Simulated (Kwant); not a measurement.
Device: quantum point contact (saddle potential) in a InSb two-dimensional gas. Effective mass 0.014 mₑ, grid spacing 7.5 nm, hard walls, nominal width 150 nm (19 grid rows, so walls 150 nm apart), one parabolic valley, scattering region 450 nm long along x; energies count from the band bottom; Fermi energy 0.0207 eV. Potential (V0 + ½k y²) cos²(πx/L) for |x| < L/2, with V0 swept from 0.021735 to 0 eV, k = 2.1e-05 eV/nm², L = 140 nm.

The device is made up for the run: typed textbook-type constants, with dimensions and the other settings drawn at random.

Model: effective-mass tight-binding model on a square grid, one spin, coherent transport at 0 K (Kwant). Conductance is in e²/h.

Question: Compare with the saddle-point formula G = Σ 1/(1 + exp(−2π(E − V0 − ħωy(n + ½))/ħωx)), taking ħωy = ħ√(k/m) and ħωx from the curvature along x of V0 plus half of the mode's confinement energy.

Answer: ħωy = 10.7 meV; at V0 = 17.6 meV the lowest mode has ħωx = 10.6 meV.

```tsv
V0 (meV)	formula	simulation
20.5	0.055	0.056
17.6	0.21	0.22
14.8	0.59	0.63
12.0	0.93	0.94
9.14	1.04	1.05
6.30	1.24	1.28
```

The formula takes a parabolic saddle in the continuum; the run has the full potential on a grid.
